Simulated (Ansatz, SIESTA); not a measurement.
Code comparison for Sn2Pt (P1, 3 atoms in the cell)

Self-consistent single point, at a second geometry (atoms moved at random). First geometry:

```yaml
crystal:
  lattice:
    - [0.00000, 3.24309, 3.24309]
    - [3.24309, 0.00000, 3.24309]
    - [3.24309, 3.24309, 0.00000]
  atoms:
    - { symbol: Sn, position: [0.75000, 0.75000, 0.75000] }
    - { symbol: Sn, position: [0.25000, 0.25000, 0.25000] }
    - { symbol: Pt, position: [0.00000, 0.00000, 0.00000] }
```

Second geometry:
```
Sn2Pt
1.0
    0.00000     3.24309     3.24309
    3.24309     0.00000     3.24309
    3.24309     3.24309     0.00000
Sn Pt
2 1
Direct
  0.75029   0.77219   0.74276
  0.23753   0.24385   0.25953
  0.01217   0.98396   0.99772
```

Shared settings, as Ansatz (an electronic-structure program) writes them: kpoints.mp_grid.grid = 12 12 12; scf.occupations.method = gaussian; scf.occupations.width = 0.02 Ry. Potentials and cutoffs stand in the table.

```json
[
 {"code": "SIESTA", "model": "LDA PW92, numerical atomic orbitals TZP, PseudoDojo LDA standard norm-conserving potentials (rewritten from UPF to PSML)", "ΔF from the first geometry (meV/atom)": "24.1", "pressure (GPa)": "-3.16", "largest force (eV/Å)": "0.754", "cutoff": "grid 300 Ry"},
 {"code": "Ansatz", "model": "LDA (PW92), PAW files made with PBE", "ΔF from the first geometry (meV/atom)": "21.0", "pressure (GPa)": "-3.25", "largest force (eV/Å)": "0.660", "cutoff": "30.9 Ry"}
]
```

Size of the force on each atom (eV/Å): Sizes of forces hide their directions.

```
code      Sn1    Sn2    Pt3
------  -----  -----  -----
SIESTA  0.754  0.536  0.559
Ansatz  0.660  0.465  0.492
```

On Ansatz's run: spin-orbit coupling is off. Spin polarisation is off.

The spread over the programs that give each value: ΔF from the first geometry within 3.1 meV/atom; pressure within 0.09 GPa; largest force within 0.094 eV/Å.

SIESTA uses small atom-centred bases, whose incompleteness enters pressures, forces and empty levels differently from a plane-wave cutoff. Ansatz's pressure is given at a fixed set of plane waves, as the other plane-wave codes print theirs.

The starting cell comes from a database of computed structures (which also holds hypothetical and non-ambient phases and stackings), without a prior relaxation at this level. For this run, on top of that: atoms moved at random.

Keys are those of Ansatz 0.2.
